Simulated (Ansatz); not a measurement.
CdO under a change: Cd → Mn

The reference is CdO in the rock salt structure (space group Fm-3m, No. 225; a = 4.6909 Å).

The change: full substitution Cd → Mn, then cell and atoms are relaxed.

Level of theory: Kohn–Sham DFT with the PBEsol functional, run in Ansatz (an electronic-structure program) with PAW and 420 eV plane waves, no spin-orbit coupling, earlier PAW set. k-mesh 18×18×18 (Γ-centred); smearing 0.05 eV (Fermi–Dirac), for the changed cell.

The volume per atom drops by 2.697 Å³ (12.90 Å³ → 10.21 Å³) and the density decreases by 2.49 g/cm³ (8.26 g/cm³ → 5.77 g/cm³). The lattice parameter a decreases by 0.353 Å, from 4.691 Å to 4.338 Å and the space group is still Fm-3m (No. 225). The shortest interatomic distance drops by 0.176 Å (2.345 Å → 2.169 Å) and the band gap is still zero. The magnetic state becomes ferromagnetic (base: not spin-polarised) and the largest site moment goes from zero to 3.81 μB.

Whether these cells are dynamically stable was not tested. No Hubbard U is applied and the magnetic state is the run's own (MnO ferromagnetic); other magnetic orders, which need larger cells, were not tried and can change the gap. Spin-polarised in the final run: MnO; the other runs are not. In its common phase, real MnO is an antiferromagnetic insulator at low temperature. The zero or small gap of CdO can change with the level of theory.
